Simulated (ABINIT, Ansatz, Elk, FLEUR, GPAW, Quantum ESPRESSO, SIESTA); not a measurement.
**One structure in several programs: Mg (P6_3/mmc, 2 atoms in the cell)**

Self-consistent single point, at a second geometry (lattice scaled by 0.98). First geometry:

```yaml
crystal:
  lattice:
    - [1.64352, -2.84666, 0.00000]
    - [1.64352, 2.84666, 0.00000]
    - [0.00000, 0.00000, 5.33504]
  atoms:
    - { symbol: Mg, position: [0.33333, 0.66667, 0.25000] }
    - { symbol: Mg, position: [0.66667, 0.33333, 0.75000] }
```

Shared settings, as Ansatz (an electronic-structure program) writes them: kpoints.mp_grid.grid = 12 12 6; scf.occupations.method = fermi_dirac; scf.occupations.width = 0.1 eV. Potentials and cutoffs stand in the table.

```csv
code,model,ΔF from the first geometry (meV/atom),pressure (GPa),cutoff
Ansatz,"PBE, default PAW files",-15.5,-0.78,420 eV
FLEUR,"PBE, all-electron FLAPW (FLEUR), scalar-relativistic valence",-15.6,–,Kmax 3.8 1/bohr
Elk,"PBE, all-electron FP-LAPW, Elk's shipped species files, LAPW+lo basis",-19.1,–,rgkmax 8
SIESTA,"GGA PBE, numerical atomic orbitals TZP, PseudoDojo PBE standard norm-conserving potentials (rewritten from UPF to PSML)",-2.3,1.11,grid 350 Ry
GPAW,"PBE, GPAW PAW datasets PBE (gpaw-data 1.0.1)",-16.2,-0.85,800 eV
ABINIT,"PBE, norm-conserving pseudopotentials (PseudoDojo nc-sr-05 PBE standard)",-15.6,-0.78,42 Ha
Quantum ESPRESSO,"PBE, SSSP 1.1.2 efficiency (PBE) pseudopotentials",-16.6,-0.90,35 Ry
```

A dash marks a value that a program does not give, or that is left out as unsure.

The spread over the programs that give each value: ΔF from the first geometry within 16.8 meV/atom; pressure within 2.01 GPa.

SIESTA uses small atom-centred bases, whose incompleteness enters pressures, forces and empty levels differently from a plane-wave cutoff. FLEUR and Elk treat all electrons, but the usual bases taken here (sphere radii, linearisation, local orbitals, empty states) were not tested for convergence, so the values are no reference for the others. Ansatz's pressure is given at a fixed set of plane waves, as the other plane-wave codes print theirs. In the pressure, SIESTA (by 1.93) lies more than 1 GPa from the median of the plane-wave programs.

The starting cell has typed, rounded lattice constants, without a prior relaxation at this level. Its lattice was rescaled by a random factor within 2.5 % of one. For this run, on top of that: lattice scaled by 0.98.

Left out of this page: CP2K (unsound by tests on forces, stress, charge or solver warnings).

Keys are those of Ansatz 0.2.
